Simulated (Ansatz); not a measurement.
# PbS: carrier doping

The reference is PbS in the rock salt structure (space group Fm-3m, No. 225; a = 5.974 Å).

Carriers are added at fixed cell with a uniform background; the Fermi–Dirac width is that of 300 K.

All numbers come from r2SCAN (Ansatz, an electronic-structure program), without spin-orbit coupling.

Notes on the quantities. Fermi level from band edge: Fermi level relative to the doped band's edge (positive inside the band; to 0.05 eV).

```
variant                   Fermi level from band edge  gap between the host's bands
------------------------  --------------------------  ----------------------------
undoped                                            –                       0.69 eV
electrons 1.5×10^21 cm⁻³                    +0.60 eV                       0.67 eV
electrons 3.0×10^21 cm⁻³                    +0.80 eV                       0.64 eV
electrons 7.0×10^21 cm⁻³                    +1.15 eV                       0.58 eV
electrons 1.0×10^22 cm⁻³                    +1.30 eV                       0.53 eV
holes 1.5×10^21 cm⁻³                        +0.50 eV                       0.73 eV
holes 3.0×10^21 cm⁻³                        +0.65 eV                       0.77 eV
holes 7.0×10^21 cm⁻³                        +0.90 eV                       0.89 eV
holes 1.0×10^22 cm⁻³                        +1.00 eV                       0.98 eV
```

Charged cell with a jellium background: band edges are those of the host's band count, energies are not comparable with the neutral cell, and many-body gap narrowing is missing. With Pb present, leaving out spin-orbit coupling can change the band edges. Whether these cells are dynamically stable was not tested.
